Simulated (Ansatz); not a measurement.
## GaAs (F-43m): band-edge transport data

Here is the system:

```yaml
crystal:
  lattice:
    - [0.00000, 2.72624, 2.72624]
    - [2.72624, 0.00000, 2.72624]
    - [2.72624, 2.72624, 0.00000]
  atoms:
    - { symbol: Ga, position: [0.00000, 0.00000, 0.00000] }
    - { symbol: As, position: [0.25000, 0.25000, 0.25000] }
```

The numbers are results of PBEsol with spin-orbit coupling, rigid bands (plane waves, PAW; Ansatz, a program for electronic structure), not measurements. Condition of this run: hydrostatic pressure 10 GPa (the target of the relaxation). Geometry: cell and atoms relaxed with PBEsol, then loaded as said.

- band gap: 1.00 eV
- electron conductivity mass (300 K, dilute): 0.33 mₑ
- hole conductivity mass (300 K, dilute): 0.35 mₑ
- effective density of states N_c (300 K): 4.4e19 cm⁻³
- effective density of states N_v (300 K): 1.0e19 cm⁻³
- density-of-states mass, electrons: 1.44 mₑ
- density-of-states mass, holes: 0.55 mₑ
- Seebeck coefficient, n-type 1e19 cm⁻³, 300 K: -326 μV/K
- Seebeck coefficient, p-type 1e19 cm⁻³, 300 K: 232 μV/K

Rigid bands; masses and Seebeck coefficients take one relaxation time τ for all states and one kind of carrier; polarons and phonon drag are left out.
